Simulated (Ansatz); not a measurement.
The cell is made up: elements placed on another compound's structure type, so the phase may be hypothetical.

Given:

```yaml
crystal:
  lattice:
    - [9.38449, 0.00000, 0.00000]
    - [-4.69225, 8.12721, 0.00000]
    - [4.69225, 2.70907, 3.83120]
  atoms:
    - { symbol: Zn, position: [0.75000, 0.00000, 0.75000] }
    - { symbol: Zn, position: [0.25000, 0.75000, 0.75000] }
    - { symbol: Zn, position: [0.75000, 0.25000, 0.25000] }
    - { symbol: Zn, position: [0.25000, 0.00000, 0.25000] }
    - { symbol: Zn, position: [0.50000, 0.50000, 0.25000] }
    - { symbol: Zn, position: [0.50000, 0.50000, 0.75000] }
    - { symbol: S, position: [0.25000, 0.50000, 0.75000] }
    - { symbol: S, position: [0.75000, 0.75000, 0.75000] }
    - { symbol: S, position: [0.25000, 0.25000, 0.25000] }
    - { symbol: S, position: [0.75000, 0.50000, 0.25000] }
    - { symbol: S, position: [0.50000, 0.00000, 0.25000] }
    - { symbol: S, position: [0.50000, 0.00000, 0.75000] }
```

Space group of this cell: Pm-3n. The cell was relaxed by PBE-D3(BJ).

Transport runs along the normal of the first two printed cell vectors.

No gap correction and no spin-orbit coupling; mid-gap values are interpolated between computed energies.

Q: Give the band gap and the smallest decay constant κ at mid-gap that r2SCAN (Ansatz, a first-principles code) yields.

A: Gap 2.57 eV on a 8×8×8 mesh; κ = 0.199 1/Å, at the zone centre.
